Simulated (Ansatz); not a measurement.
Base system: CsPbCl3 in the cubic perovskite structure (space group Pm-3m, No. 221; a = 5.6188 Å).

Computed with PBEsol, PAW, 420 eV (Ansatz, a first-principles code; no spin-orbit coupling).

Before the change:

The volume per atom comes out as 35.48 Å³ and the valley order is R along ⟨111⟩ 1.83 eV; Γ 3.24 eV.

Perturbation: cell and atoms relaxed at a pressure of 10 GPa.

Task: How does this affect the volume per atom?

Result: The volume per atom drops by 7.35 Å³, from 35.48 Å³ to 28.13 Å³.

Task: Estimate the effect on the valley order.

Result: The valley order (the lowest conduction-band minima on the path, energy above the VBM, named in the base's zone) goes from R along ⟨111⟩ 1.83 eV; Γ 3.24 eV to R along ⟨111⟩ 0.44 eV; Γ 1.72 eV.

Spin-orbit coupling, missing from the scalar runs, can matter with Pb. The levels and masses belong to the bands next to the band gap. Load acts through the strain it causes; cell and atoms are relaxed under it. Stability against distortions was not tested. No other phases were tried under pressure. Many cubic perovskites are stable only at high temperature; tilts and polar distortions were not tested. This is not the structure that CsPbCl3 has at room temperature and ambient pressure.
